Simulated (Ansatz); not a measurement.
The reference is ScAl3 in the Cu3Au type structure (space group Pm-3m, No. 221; a = 4.086 Å).

The values are results of r2SCAN (Ansatz, a quantum-chemistry and plane-wave program), scalar-relativistic without spin-orbit coupling, not measurements.

Before the change:

The lattice parameter a is 4.086 Å.

Perturbation: full substitution Sc → Be, then cell and atoms are relaxed.

Tabulated Pauling electronegativity and covalent radius: Sc 1.36, 1.70 Å; Be 1.57, 0.96 Å.

Task: What happens to the lattice parameter a?

Result: The lattice parameter a shrinks by 0.2326 Å to 3.854 Å.

No phonon test of stability was made. As relaxed here, BeAl3 is a hypothetical phase, not in the database extracts checked. All final runs are without spin polarisation.
